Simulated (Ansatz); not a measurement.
Mg (model structure, started from the diamond type, Fd-3m, No. 227, 2 atoms in the cell) was calculated with LDA (plane waves, PAW; Ansatz, a program for electronic structure).

Numerical settings: plane-wave cutoff 520 eV, 16×16×16 k mesh, Fermi–Dirac smearing 0.05 eV, scalar-relativistic PAW data made under PBE.

Cell (relaxed at this level):

```xyz
2
Lattice="0.0000 3.3469 3.3469 3.3469 0.0000 3.3469 3.3469 3.3469 0.0000" Properties=species:S:1:pos:R:3 pbc="T T T"
Mg     1.6734     1.6734     1.6734
Mg     0.0000     0.0000     0.0000
```

Estimate the bulk modulus that the calculation returns.


* **bulk modulus**: 12.8 GPa

The run finds no gap.

Note: the bulk modulus is −V dP/dV from two relaxed cells at ±2 % in volume; the relaxation could raise the start's symmetry but not lower it, so the cell can be a saddle point.

Computing time: roughly 80 core-seconds.

A model structure was made by putting elements into a prototype or built by hand; it is no filed structure, need not be a known phase, and can be a saddle point held by its symmetry.
